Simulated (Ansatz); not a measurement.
Base system: Na$_{3}$Sb (space group P6_3/mmc, No. 194; a = 5.312 Å, c = 9.453 Å). Axes: x lies along a and z along c of the hexagonal cell.

Level of theory: PBEsol (Ansatz, an electronic-structure program; PAW; 420 eV plane waves; without spin-orbit coupling).

For the base:

| Property | Result |
|---|---|
| Electron mass | 0.076 mₑ along c, 0.061 mₑ across (at Γ) |

The change: uniaxial strain ε_zz = −3.00 %, all other strain components held at zero, atoms relaxed at fixed cell.

Q: What happens to the stress, electron mass and energy relative to the base?

A: The stress (xx, yy, zz, yz, xz, xy; compression positive) comes out as (0.15, 0.15, 1.63, 0.00, 0.00, 0.00) GPa; the electron mass goes from 0.076 mₑ along c, 0.061 mₑ across (at Γ) to 0.079 mₑ along z, 0.071 mₑ across (at Γ); the energy goes up by 4.2 meV/atom.

Spin-orbit coupling, missing from the scalar runs, can matter with Sb. The levels and masses belong to the bands next to the band gap. Masses are band curvatures over ±0.01 Å⁻¹ around the edge. Whether these cells are dynamically stable was not tested.
